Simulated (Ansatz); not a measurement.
Band structure of NiSi₂ (Fm-3m, 3 atoms in the cell).

```xyz
3
Lattice="0.0000 2.7364 2.7364 2.7364 0.0000 2.7364 2.7364 2.7364 0.0000" Properties=species:S:1:pos:R:3 pbc="T T T"
Si     1.3682     1.3682     1.3682
Si     4.1046     4.1046     4.1046
Ni     0.0000     0.0000     0.0000
```

Method: PBE (plane waves, PAW; Ansatz, a first-principles code).

Settings: basis.ecutwfc = 420 eV; kpoints.mp_grid.grid = 14 14 14; hamiltonian.xc = pbe; hamiltonian.pseudopotentials = {kind: paw} (the program's default PAW files); scf.occupations.method = fermi_dirac; scf.occupations.width = 0.05 eV; kpoints.band_path.npoints = 8.

The starting cell has typed, rounded lattice constants, without a prior relaxation at this level. Its lattice was rescaled by a random factor within 2.5 % of one. Spin polarisation is off.

Levels in eV from the Fermi level, bands 10 to 16:
```tsv
point	10	11	12	13	14	15	16
Γ	-3.31	-0.59	1.67	1.67	1.67	2.31	2.31
X	-3.40	-3.40	-3.26	-2.92	-0.44	1.48	7.72
W	-3.54	-3.40	-2.99	-2.29	2.14	2.14	4.70
K	-3.59	-3.23	-2.75	-2.49	0.18	3.65	4.60
L	-3.13	-3.13	-1.38	-1.38	1.71	1.80	1.80
U	-3.59	-3.23	-2.75	-2.49	0.18	3.65	4.60
```

Bands cross the Fermi level along this path, so the cell is metallic at this level.

Keys are those of Ansatz 0.2.
